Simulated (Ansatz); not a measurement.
Consider Tl in the hcp (Mg type) structure (space group P6_3/mmc, No. 194; a = 3.476 Å, c = 5.472 Å; relaxed with 0.1 eV smearing). Axes: x lies along a and z along c of the hexagonal cell.

Level of theory: PBEsol (Ansatz, an electronic-structure program), no SOC.

Base values:

```
Quantity           Result
---------------  --------
Pressure          0.0 GPa
Volume per atom  28.63 Å³
```

The change: tensile biaxial strain of 2.50 % in the plane normal to [001], as in epitaxy on a mismatched substrate; the out-of-plane cell vector and the atoms relax.

Q: Estimate the effect on the pressure.

A: The pressure (mean of the normal stresses, compression positive) goes from zero to -0.7 GPa.

Q: Estimate the effect on the volume per atom.

A: The volume per atom rises by 0.818 Å³ to 29.44 Å³.

Whether these cells are dynamically stable was not tested.
